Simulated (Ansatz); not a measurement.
**Ti$_{3}$AlC in the anti-perovskite structure (space group Pm-3m, No. 221; a cell from a computed database, its experimental status unchecked)**

```yaml
crystal:
  lattice:
    - [4.14068, 0.00000, 0.00000]
    - [0.00000, 4.14068, 0.00000]
    - [0.00000, 0.00000, 4.14068]
  atoms:
    - { symbol: Ti, position: [0.50000, 0.50000, 0.00000] }
    - { symbol: Ti, position: [0.00000, 0.50000, 0.50000] }
    - { symbol: Ti, position: [0.50000, 0.00000, 0.50000] }
    - { symbol: Al, position: [0.00000, 0.00000, 0.00000] }
    - { symbol: C, position: [0.50000, 0.50000, 0.50000] }
```

Calculations: PBEsol/PAW in Ansatz (a quantum-chemistry and plane-wave program), without spin-orbit coupling. Γ-centred 11×11×11 mesh, Fermi–Dirac width 0.05 eV.

The volume per atom is 14.20 Å³, the density comes out as 4.27 g/cm³ and the band gap is zero. The total energy is -1639.227 eV/atom (σ→0; compares only within this code and set-up).

No phonon test of stability was made. The final runs are not spin-polarised. An odd electron count without spin: Ti3AlC.
